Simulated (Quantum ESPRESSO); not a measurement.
Worked example: self-consistent single point of LaCoSi3 (I4mm, 5 atoms in the cell) in Quantum ESPRESSO.

Method of the run: PBEsol, GBRV 1.5 ultrasoft (PBESOL) pseudopotentials (plane waves; Quantum ESPRESSO).

The change in words: lattice scaled by 0.98. Reference geometry:
```
CELL_PARAMETERS angstrom
     -2.05600     2.05600     4.75963
      2.05600    -2.05600     4.75963
      2.05600     2.05600    -4.75963
ATOMIC_POSITIONS crystal
  La 0.00496 0.00496 0.00000
  Co 0.66193 0.66193 0.00000
  Si 0.42530 0.42530 0.00000
  Si 0.26141 0.76141 0.50000
  Si 0.76141 0.26141 0.50000
```

Reference input (self-consistent single point, DFT, PBEsol, plane waves, GBRV 1.5 ultrasoft (PBESOL) pseudopotentials): ecutwfc = 50 Ry; ecutrho = 400 Ry; occupations = smearing; smearing = fd; degauss = 0.0073499 Ry; potentials = {La: la_pbesol_v1.uspp.F.UPF, Co: co_pbesol_v1.2.uspp.F.UPF, Si: si_pbesol_v1.uspp.F.UPF}; K_POINTS = automatic 8 8 8 0 0 0; conv_thr = 1e-10 Ry; mixing_beta = 0.4. This run's input differs from it in these lines:

```diff
@@ -27,5 +27,5 @@
 CELL_PARAMETERS angstrom
-  -2.055999000     2.055999000     4.759628000
-   2.055999000    -2.055999000     4.759628000
-   2.055999000     2.055999000    -4.759628000
+  -2.014879000     2.014879000     4.664435000
+   2.014879000    -2.014879000     4.664435000
+   2.014879000     2.014879000    -4.664435000
 ATOMIC_POSITIONS crystal
```

Output (repeated stretches shortened):

```
     Self-consistent Calculation

     iteration #  1     ecut=    50.00 Ry     beta= 0.40

     negative rho (up, down):  5.407E-02 0.000E+00

     total energy              =    -425.00822309 Ry
     estimated scf accuracy    <       8.40655313 Ry

     iteration #  2     ecut=    50.00 Ry     beta= 0.40

     negative rho (up, down):  5.573E-02 0.000E+00

     total energy              =    -428.86211857 Ry
     estimated scf accuracy    <      21.13745359 Ry

     iteration #  3     ecut=    50.00 Ry     beta= 0.40

     negative rho (up, down):  5.694E-02 0.000E+00

     total energy              =    -429.00344620 Ry
     estimated scf accuracy    <       4.64187489 Ry

   [... 12 blocks of this kind left out ...]

     iteration # 16     ecut=    50.00 Ry     beta= 0.40

     negative rho (up, down):  4.853E-02 0.000E+00

     total energy              =    -429.40699303 Ry
     estimated scf accuracy    <          8.1E-09 Ry

     iteration # 17     ecut=    50.00 Ry     beta= 0.40

     negative rho (up, down):  4.853E-02 0.000E+00
     End of self-consistent calculation

     the Fermi energy is    14.1573 ev

!    total energy              =    -429.40699303 Ry
     estimated scf accuracy    <          5.9E-11 Ry
     smearing contrib. (-TS)   =      -0.00452002 Ry
     internal energy E=F+TS    =    -429.40247302 Ry

     convergence has been achieved in  17 iterations

     negative rho (up, down):  4.853E-02 0.000E+00

     Forces acting on atoms (cartesian axes, Ry/au):

     atom    1 type  1   force =     0.00000000    0.00000000    0.00904155
     atom    2 type  2   force =     0.00000000    0.00000000   -0.01074865
     atom    3 type  3   force =     0.00000000   -0.00000000   -0.00155627
     atom    4 type  3   force =    -0.00000000   -0.00000000    0.00163168
     atom    5 type  3   force =     0.00000000    0.00000000    0.00163168

     Total force =     0.014319     Total SCF correction =     0.000010

     negative rho (up, down):  4.853E-02 0.000E+00
          total   stress  (Ry/bohr**3)                   (kbar)     P=      117.87
   0.00079274  -0.00000000  -0.00000000          116.62       -0.00       -0.00
  -0.00000000   0.00079274  -0.00000000           -0.00      116.62       -0.00
  -0.00000000  -0.00000000   0.00081832           -0.00       -0.00      120.38

   JOB DONE.
```

The run converged in 17 iterations. Against the reference run the free energy goes up by 40.5 meV/atom, the pressure goes from 2.20 to 11.79 GPa and the largest force goes from 0.086 to 0.276 eV/Å. The full log also holds: “c_bands:  2 eigenvalues not converged”.

The starting cell comes from a database of computed structures (which also holds hypothetical and non-ambient phases and stackings), without a prior relaxation at this level. Its lattice was rescaled by a random factor within 2.5 % of one. For this run, on top of that: lattice scaled by 0.98. Spin polarisation is off. With a pressure of about 12 GPa the cell is away from its equilibrium volume at this level.

Cost on one core of a shared machine: roughly 5 min.
